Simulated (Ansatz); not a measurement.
Consider ZrO2 (space group Pca2_1, No. 29; a = 5.2566 Å, b = 5.0501 Å, c = 5.0704 Å). Axes: x, y, z lie along a, b, c of the conventional cell.

Perturbation: compressive biaxial strain of 0.79 % in the plane normal to [001], as in epitaxy on a mismatched substrate; the out-of-plane cell vector and the atoms relax.

Calculations: PBEsol (Ansatz, an electronic-structure program, PAW, no spin-orbit coupling).

Base, band edges from the VBM (valence, conduction): R -0.83, 4.08; S -0.47, 4.19; T -0.38, 3.97; Y -0.11, 3.87; U -0.70, 4.52; X -0.42, 4.57; Z -0.27, 4.03; Γ 0.00, 4.39 eV.

**Question.** Give the band edges at the high-symmetry points of the new zone, measured from its valence-band maximum.

**Answer.** 
| point | valence edge (eV) | conduction edge (eV) |
|---|---|---|
| Γ | 0.00 | 4.37 |
| X | -0.43 | 4.59 |
| S | -0.50 | 4.19 |
| Y | -0.07 | 3.86 |
| Z | -0.25 | 4.07 |
| U | -0.69 | 4.55 |
| R | -0.83 | 4.09 |
| T | -0.36 | 4.00 |

The gap is 3.86 eV, indirect, Γ → Y.

Stability against distortions was not tested. This is not the structure that ZrO2 has at room temperature and ambient pressure.
